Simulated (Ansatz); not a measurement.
**SiO2, element substitutions**

The reference is SiO₂ in the rutile structure (space group P4_2/mnm, No. 136; a = 4.195 Å, c = 2.678 Å).

Each row replaces one element on all its sites; cell and atoms are relaxed.

The values are results of PBEsol/PAW in Ansatz (a first-principles code), no spin-orbit coupling, not measurements.

| case | shortest interatomic distance | band gap |
|---|---|---|
| base | 1.766 Å | 5.35 eV |
| Si → S | 1.907 Å | zero |
| Si → Ti | 1.942 Å | 1.87 eV |
| O → Te | 2.692 Å | zero |

Whether these cells are dynamically stable was not tested. As relaxed here, SO2 and SiTe2 are hypothetical phases, not in the database extracts checked. All final runs are without spin polarisation.
